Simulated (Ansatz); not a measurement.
**Short convergence ladders for ScGa₃ (P4mm, 4 atoms in the cell)**

```
ScGa3
1.0
    4.06135     0.00000     0.00000
    0.00000     4.06135     0.00000
    0.00000     0.00000     4.06135
Sc Ga
1 3
Direct
  0.00000   0.00000   0.01231
  0.50000   0.50000   0.00000
  0.00000   0.50000   0.50000
  0.50000   0.00000   0.50000
```

Base method: PBEsol, default PAW files made with PBE (plane waves; Ansatz, a first-principles code).

Base settings: basis.ecutwfc = 420 eV; kpoints.mp_grid.grid = 8 8 8; hamiltonian.xc = pbesol; hamiltonian.pseudopotentials = {kind: paw} (the program's default PAW files); scf.occupations.method = gaussian; scf.occupations.width = 0.1 eV.

The count of work is k-points × plane waves × bands × iterations; it is no time. Core times come from one kind of shared machine, to one figure; runs under 30 s give none.

**The k-point mesh at a smearing width of 0.05 eV**

In this ladder: scf.occupations.width = 0.05 eV.

The second cell is the first with its lattice scaled by 0.98.

Only quantities that move along the ladder and can be compared are tabulated.

```tsv
kpoints.mp_grid.grid	free energy less the last step's (meV/atom)	energy of the compressed cell less the first (meV/atom)	pressure (GPa)	largest difference of a force vector from the last step's (eV/Å)	count of work / last
3 3 3	53.16	5.44	-1.74	0.026	0.011
4 4 4	-4.04	21.97	0.67	0.014	0.028
5 5 5	-7.68	10.29	-1.08	0.013	0.028
6 6 6	-10.33	13.65	-0.49	0.006	0.062
7 7 7	3.03	9.17	-1.11	0.005	0.073
9 9 9	-2.96	12.80	-0.54	0.004	0.14
11 11 11	-2.57	11.13	-0.78	0.000	0.23
16 16 16	-0.66	10.80	-0.82	0.001	0.74
19 19 19	0.00	10.47	-0.86	0.000	1.0
```

Coarsest kpoints.mp_grid.grid that holds the free energy within 2 meV/atom of the last step, with all finer ones: 16 16 16; the step before is off by 2.6 meV/atom.

Coarsest kpoints.mp_grid.grid that holds the forces within 0.01 eV/Å of the last step, with all finer ones: 6 6 6, at 0.062 of the last step's count of work; the step before is off by 0.013 eV/Å.

Coarsest kpoints.mp_grid.grid that holds the energy of the compressed cell less the first within 2 meV/atom of the last step, with all finer ones: 11 11 11, at 0.23 of the last step's count of work; the step before is off by 2.3 meV/atom.

**The width of Gaussian smearing**

In this ladder: kpoints.mp_grid.grid = 13 13 13.

Narrow widths need finer meshes than wide ones, so the last steps can hold mesh noise.

Only quantities that move along the ladder and can be compared are tabulated; pressure and forces are left out, as mesh noise rules them at narrow widths.

| scf.occupations.width | free energy less the last step's (meV/atom) | energy extrapolated to zero width less the last step's (meV/atom) |
|---|---|---|
| 1 eV | -96.22 | 1.68 |
| 0.5 eV | -24.50 | -1.38 |
| 0.3 eV | -9.29 | -1.00 |
| 0.2 eV | -4.33 | -0.66 |
| 0.1 eV | -1.07 | -0.27 |
| 0.05 eV | 0.00 | 0.00 |

Widest scf.occupations.width that holds the free energy within 5 meV/atom of the last step, with all finer ones: 0.2 eV; the step before is off by 9.3 meV/atom.

Widest scf.occupations.width that holds the energy extrapolated to zero width within 0.5 meV/atom: not settled: the last two steps still differ by 0.27 meV/atom, over half the tolerance, so the ladder does not show it.

The extrapolation to zero width removes most of the smearing's effect on the energy.

**The mesh under tetrahedron occupations**

In this ladder: scf.occupations.method = tetrahedron; scf.occupations.width = default.

Only quantities that move along the ladder and can be compared are tabulated.

| kpoints.mp_grid.grid | free energy less the last step's (meV/atom) | pressure (GPa) | largest difference of a force vector from the last step's (eV/Å) | count of work / last | core time / last (rough) |
|---|---|---|---|---|---|
| 4 4 4 | -42.42 | -0.11 | 0.029 | 0.034 | – |
| 5 5 5 | -11.62 | -0.36 | 0.008 | 0.034 | – |
| 7 7 7 | -4.36 | -0.87 | 0.006 | 0.073 | – |
| 8 8 8 | -4.45 | -0.73 | 0.004 | 0.14 | – |
| 10 10 10 | -3.10 | -0.76 | 0.001 | 0.23 | – |
| 12 12 12 | -1.70 | -0.88 | 0.001 | 0.36 | 0.3 |
| 15 15 15 | -0.52 | -0.89 | 0.000 | 0.52 | 0.5 |
| 19 19 19 | 0.00 | -0.88 | 0.000 | 1.0 | 1 |

Coarsest kpoints.mp_grid.grid that holds the pressure within 0.1 GPa of the last step, with all finer ones: 12 12 12, at 0.36 of the last step's count of work and about 0.3 of the last step's time; the step before is off by 0.12 GPa.

Coarsest kpoints.mp_grid.grid that holds the free energy within 2 meV/atom of the last step, with all finer ones: 12 12 12, at 0.36 of the last step's count of work and about 0.3 of the last step's time; the step before is off by 3.1 meV/atom.

Coarsest kpoints.mp_grid.grid that holds the forces within 0.005 eV/Å of the last step, with all finer ones: 8 8 8, at 0.14 of the last step's count of work; the step before is off by 0.006 eV/Å.

Two neighbours can agree and both be off: 7 7 7 and 8 8 8 differ by 0.09 meV/atom in the free energy, yet lie about 4.4 meV/atom from the last step.

On the base run: the starting cell comes from a database of computed structures (which also holds hypothetical and non-ambient phases and stackings), without a prior relaxation at this level. Its lattice was rescaled by up to half a per cent. One atom was moved a little off its site on purpose. Ansatz's pressure includes its estimate of the finite-basis (Pulay) stress.

Left out of this page: 2 runs of the series outside the window shown, repeating another row's setting, or not comparable.

Keys are those of Ansatz 0.2.
